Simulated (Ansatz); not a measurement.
**A self-consistent single point of LaGe (Cmcm, 8 atoms in the cell) with Ansatz (a first-principles code)**

Computed with PBEsol, default PAW files made with PBE (plane waves; Ansatz).

The input file:

Ansatz 0.2 input:
```yaml
# LaGe
crystal:
  lattice:
    - [2.29600500, -6.92482500, 0.00000000]
    - [2.29600500, 6.92482500, 0.00000000]
    - [0.00000000, 0.00000000, 6.76916000]
  atoms:
    - { symbol: La, position: [0.95257000, 0.04743000, 0.25000000] }
    - { symbol: La, position: [0.04743000, 0.95257000, 0.75000000] }
    - { symbol: La, position: [0.77465000, 0.22535000, 0.75000000] }
    - { symbol: La, position: [0.22535000, 0.77465000, 0.25000000] }
    - { symbol: Ge, position: [0.59904000, 0.40096000, 0.44396000] }
    - { symbol: Ge, position: [0.40096000, 0.59904000, 0.55604000] }
    - { symbol: Ge, position: [0.40096000, 0.59904000, 0.94396000] }
    - { symbol: Ge, position: [0.59904000, 0.40096000, 0.05604000] }
basis:
  ecutwfc: 30.9 Ry
kpoints:
  mp_grid:
    grid: [5, 5, 4]
    shift: [0.5, 0.5, 0.5]
hamiltonian:
  xc: pbesol
  pseudopotentials:
    kind: paw
scf:
  occupations:
    method: cold
    width: 0.0147 Ry
output:
  forces: true
  eigenvalues: true
  stress: true
```

Log, with long lists cut:

```
WARN ansatz: RAYON_NUM_THREADS=1 ignored (pool sized by the plan → 1); use --threads N
Pseudopotentials: kind: paw
Pseudopotential: La, paw, valence charge 11
Pseudopotential: Ge, paw, valence charge 14
Crystal: 8 atoms, lattice volume = 215.252 Å³
Basis set: ecut = 420.4159175005146 eV, 4195 PW (Γ), exchange–correlation on 100×100×96 points (8 copies of the dense FFT grid, shifted against one another)
Bands: 60, of which v1, the nominal top of the filled ones, is band 50 counted from 1 (49 counted from 0)
Symmetry: 8 space group operations
Space group: Cmcm (ITA 63), of the structure as read, at distance tolerance 6.0e-5 Å
k-points: 18 of 100
PAW frozen core: La, regenerated for the run's functional, and the local potential with it
PAW frozen core: Ge, regenerated for the run's functional, and the local potential with it
Initial density: superposition of atomic densities (neutral atoms: chi_scale 0, normalization atom), corrected by the library's trained network
Initial wavefunctions: pseudopotential atomic-orbital guess
Eigensolver: davidson
Functional: x = pbesol(κ = 0.804, μ = 0.12345679012345678), c = pbesol(β = 0.046)
SCF iter   1: F=—  HF=-41666.118242 eV  |F-HF|=—  |Δ(HF+E_count)|=         —  Δρ=3.38e-3  dr2=7.60e-2  ethr=1.77e-3  ⟨swp⟩=5.0  Hψ=3963  notcnv=0
all-band conjugate gradients solve this SCF's bands
preconditioner: auto → Kerker (q_TF=auto, 2.401 Å⁻¹)
SCF iter   2: F=—  HF=-41666.104515 eV  |F-HF|=—  |Δ(HF+E_count)|=   1.37e-2  S|Δr|=    0.00e0  Δρ=1.93e-3  dr2=2.23e-2  ethr=7.60e-5  ⟨swp⟩=2.6  Hψ=2118  notcnv=0  defer=13
SCF iter   3: F=—  HF=-41666.102583 eV  |F-HF|=—  |Δ(HF+E_count)|=   1.93e-3  S|Δr|=    0.00e0  Δρ=4.69e-4  dr2=1.09e-3  ethr=2.23e-5  ⟨swp⟩=2.0  Hψ=1222  notcnv=0  defer=13
SCF iter   4: F=—  HF=-41666.102416 eV  |F-HF|=—  |Δ(HF+E_count)|=   1.67e-4  S|Δr|=    0.00e0  Δρ=1.70e-4  dr2=7.82e-5  ethr=1.09e-6  ⟨swp⟩=2.0  Hψ=1891  notcnv=0  defer=13
SCF iter   5: F=—  HF=-41666.102487 eV  |F-HF|=—  |Δ(HF+E_count)|=   7.14e-5  S|Δr|=    0.00e0  Δρ=6.09e-5  dr2=1.09e-5  ethr=7.82e-8  ⟨swp⟩=2.0  Hψ=1919  notcnv=0  defer=26
SCF iter   6: F=—  HF=-41666.102484 eV  |F-HF|=—  |Δ(HF+E_count)|=   2.76e-6  S|Δr|=    0.00e0  Δρ=1.99e-5  dr2=1.13e-6  ethr=1.09e-8  ⟨swp⟩=2.1  Hψ=1917  notcnv=0  defer=26
SCF iter   7: F=-41666.102484 eV  HF=-41666.102484 eV  |F-HF|=7.44e-8  |Δ(HF+E_count)|=   2.80e-7  S|Δr|=    0.00e0  Δρ=6.51e-6  dr2=7.39e-8  ethr=1.00e-10  ⟨swp⟩=16.9  Hψ=6861  notcnv=0
SCF 1 converged in 7 iterations: F = -41666.102484 eV  dr2 = 7.39e-8
SCF converged after 7 iterations
Stability not checked (fill_not_monotonic)
Free energy (F): -41666.102484 eV
Harris-Foulkes:  -41666.102484 eV  (|F-HF|=7.44e-8)
Internal energy: -41666.104695 eV  (E = F + TS)
E sigma→0 (E₀):  -41666.103221 eV
Entropy (-TS):   0.002211 eV (0.276 meV/atom)
Fermi energy:    11.182612 eV
--- Per-component energies (eV) ---
  E_band       = -589.424564
  E_kinetic    = 1215.408726
  E_local      = -11414.062182  (includes V_loc(G=0)·N_el)
  E_nonlocal   = 2063.392249
  E_hartree    = 4951.792728
  E_xc         = -855.155266
  E_vxc        = -850.266467  (∫ρ·V_xc dr)
  E_paw        = -29227.836951  (= ΣΔE_a)
  E_vpaw       = -1507.496493  (= ΣTr[D̂ρ^β])
  E_aug_tail   = 0.001110  (compensation charges beyond the density's cutoff)
  E_ewald      = -8403.994890
  E_core_change = 4.349783  (= ΣΔE_core)
  E_smearing   = 0.002211  (= −TS)
  E_closure    = -0.000000  (closes the sum)
  Σ components = -41666.102484   (vs F -41666.102484, Δ=0.00e0)
--- Forces (eV/Å), atoms counted from 1 ---
  atom   1  La    -0.00000000    -0.04409720    -0.00000000
  atom   2  La     0.00000000     0.04409720     0.00000000
  atom   3  La    -0.00000000     0.00104764    -0.00000000
  atom   4  La     0.00000000    -0.00104764     0.00000000
  atom   5  Ge     0.00000000     0.05983782     0.06057570
  atom   6  Ge     0.00000000    -0.05983782    -0.06057570
  atom   7  Ge     0.00000000    -0.05983782     0.06057570
  atom   8  Ge    -0.00000000     0.05983782    -0.06057570
  max |Σ_I F_I| component: 6.94e-18 eV/Å
--- Stress (GPa, compression-positive) ---
       -2.764797       0.000000       0.000000
        0.000000      -2.819057      -0.000000
        0.000000      -0.000000      -2.395663
  P = ⅓ Tr σ = -2.6598 GPa (-26.598 kbar)
  The stress holds the Pulay correction. Without it, at fixed plane waves, as pw.x and ABINIT print it: P = -2.6718 GPa
--- Band table (eV; the first three rows and the last of 18) ---
  k-point 0: bands = ["-21.4193", "-21.3432", "-21.3305", "-21.2870", "-12.9079", "-12.8956", "-12.8557", "-12.8549", "-12.8269", "-12.8199", "-12.8135", "-12.8116", "-12.7911", "-12.7867", "-12.7812", "-12.7796", "-12.7659", "-12.7643", "-12.7565", [...]
  k-point 1: bands = ["-21.3949", "-21.3628", "-21.3202", "-21.3027", "-12.9017", "-12.8958", "-12.8626", "-12.8611", "-12.8179", "-12.8154", "-12.8123", "-12.8067", "-12.7900", "-12.7883", "-12.7874", "-12.7842", "-12.7649", "-12.7642", "-12.7535", [...]
  k-point 2: bands = ["-21.4018", "-21.3398", "-21.3310", "-21.2937", "-12.9079", "-12.8964", "-12.8562", "-12.8556", "-12.8269", "-12.8179", "-12.8115", "-12.8110", "-12.7919", "-12.7866", "-12.7815", "-12.7786", "-12.7664", "-12.7634", "-12.7563", [...]
  k-point 17: bands = ["-21.3671", "-21.3578", "-21.3387", "-21.3265", "-12.9015", "-12.8957", "-12.8629", "-12.8606", "-12.8182", "-12.8155", "-12.8133", "-12.8072", "-12.7893", "-12.7891", "-12.7863", "-12.7851", "-12.7646", "-12.7638", [...]
```

The run converged in 7 iterations.

The starting cell comes from a database of computed structures (which also holds hypothetical and non-ambient phases and stackings), without a prior relaxation at this level. Ansatz's pressure includes its estimate of the finite-basis (Pulay) stress.
